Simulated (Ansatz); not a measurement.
Cd3As2, pressure series

The parent structure is Cd₃As₂ (space group Pn-3m, No. 224; a cell from a computed database, its experimental status unchecked).

```yaml
crystal:
  lattice:
    - [6.33312, 0.00000, 0.00000]
    - [0.00000, 6.33312, 0.00000]
    - [0.00000, 0.00000, 6.33312]
  atoms:
    - { symbol: Cd, position: [0.50000, 0.00000, 0.50000] }
    - { symbol: Cd, position: [0.50000, 0.00000, 0.00000] }
    - { symbol: Cd, position: [0.50000, 0.50000, 0.00000] }
    - { symbol: Cd, position: [0.00000, 0.50000, 0.00000] }
    - { symbol: Cd, position: [0.00000, 0.50000, 0.50000] }
    - { symbol: Cd, position: [0.00000, 0.00000, 0.50000] }
    - { symbol: As, position: [0.25000, 0.75000, 0.75000] }
    - { symbol: As, position: [0.75000, 0.75000, 0.25000] }
    - { symbol: As, position: [0.75000, 0.25000, 0.75000] }
    - { symbol: As, position: [0.25000, 0.25000, 0.25000] }
```

Cell and atoms are relaxed at each pressure.

All numbers come from PBEsol (Ansatz, an electronic-structure program), scalar-relativistic without spin-orbit coupling.

```csv
pressure (GPa),volume per atom (Å³/atom)
-2,26.460
-1,25.898
0,25.401
0.7,25.086
1.5,24.756
3,24.184
5,23.529
7.5,?
10,22.231
```

**Question.** Fit the third-order Birch–Murnaghan form P(V) = (3B₀/2)[(V₀/V)^(7/3) − (V₀/V)^(5/3)]·[1 + (3/4)(B₀′ − 4)((V₀/V)^(2/3) − 1)] (squares taken in P) to the rows shown and predict the withheld row.

**Answer.** Least squares on the printed values gives V₀ = 25.403 Å³/atom, B₀ = 54.2 GPa, B₀′ = 4.8; this predicts 22.831 Å³/atom, and the run gives 22.830 Å³/atom, in agreement.

Load acts through the strain it causes; cell and atoms are relaxed under it. No phonon test of stability was made. No other phases were tried under pressure. All final runs are without spin polarisation.
